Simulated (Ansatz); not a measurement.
Results of LDA (Ansatz, a program for electronic structure, PAW) for AlBN2 (model structure, started from the BeSiN2 type, I-42d, No. 122, 8 atoms in the cell).

Run with plane-wave cutoff 520 eV, 12×12×12 k mesh, Fermi–Dirac smearing 0.01 eV, scalar-relativistic PAW data made under PBE.

Cell (relaxed at this level):

AlBN2 has the tetragonal space group I-42d (No. 122), the chalcopyrite structure, Pearson symbol tI16. Cell: a = b = 4.056 Å, c = 7.565 Å, α = β = γ = 90.00°. Al on 4a sees 4 N at 1.862 Å (tetrahedral). B on 4b has 4 N at 1.593 Å (tetrahedral). N on 8d has 2 B at 1.593 Å and 2 Al at 1.862 Å (tetrahedral). (Neighbours: up to the widest gap in distance over summed covalent radii, below 1.35, at either atom; cation-cation and far metal-metal contacts left out.)
(The calculation used a cell of 8 atoms; values per cell refer to that cell.)

Task: What does this level give for the band gap?

Result: 
- band gap: 2.74 eV (direct)

Note: the relaxation could raise the start's symmetry but not lower it, so the cell can be a saddle point.

Computed values are for the static lattice.

A model structure was made by putting elements into a prototype or built by hand; it is no filed structure, need not be a known phase, and can be a saddle point held by its symmetry.
